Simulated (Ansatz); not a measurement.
## Response to strain in SiO2

Take SiO2 in the rutile structure (space group P4_2/mnm, No. 136; a = 4.236 Å, c = 2.690 Å) as the base. Axes: x, y, z lie along a, b, c of the conventional cell.

Strains are applied to the cell and any free atomic positions relax; under biaxial strain the out-of-plane vector relaxes too.

Computed with PBE (Ansatz, a first-principles code), no SOC.

Candidates:
(a) biaxial strain +2.40 %, plane normal [001], relaxed out of plane
(b) biaxial strain +1.80 %, plane normal [001], relaxed out of plane
(c) biaxial strain +3.00 %, plane normal [001], relaxed out of plane
(d) biaxial strain +0.60 %, plane normal [001], relaxed out of plane

For the base:

| Item | Result |
|---|---|
| Band gap | 5.04 eV |

Problem. Order them by band gap, lowest first.

Solution. (c) biaxial strain +3.00 %, plane normal [001], relaxed out of plane (4.66 eV), (a) biaxial strain +2.40 %, plane normal [001], relaxed out of plane (4.73 eV), (b) biaxial strain +1.80 %, plane normal [001], relaxed out of plane (4.80 eV), (d) biaxial strain +0.60 %, plane normal [001], relaxed out of plane (4.95 eV)

Gaps are Kohn–Sham eigenvalue differences; semilocal functionals usually give less than the measured gap. Stability against distortions was not tested.
